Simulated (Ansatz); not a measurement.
C axis length of BN (model structure, started from the SiC type, P3m1, No. 156, 20 atoms in the cell) at several levels of theory

No measured value is used here.

```tsv
level (code)	value (Å)
LDA (Ansatz)	(withheld)
PBE (Ansatz)	(withheld)
PBEsol (Ansatz)	20.896
PBE-D3(BJ) (Ansatz)	20.899
r²SCAN (Ansatz)	20.918
r²SCAN+rVV10 (Ansatz)	20.902
```

### Question
Some entries are withheld; supply them.

### Answer

- LDA (Ansatz, a program for electronic structure), value (Å): 20.753
- PBE (Ansatz), value (Å): 21.004

Cutoffs differ between the levels. Ansatz's density-functional and Hartree–Fock values are scalar-relativistic unless marked +SOC, with PAW data made under PBE.

A model structure was made by putting elements into a prototype or built by hand; it is no filed structure, need not be a known phase, and can be a saddle point held by its symmetry.
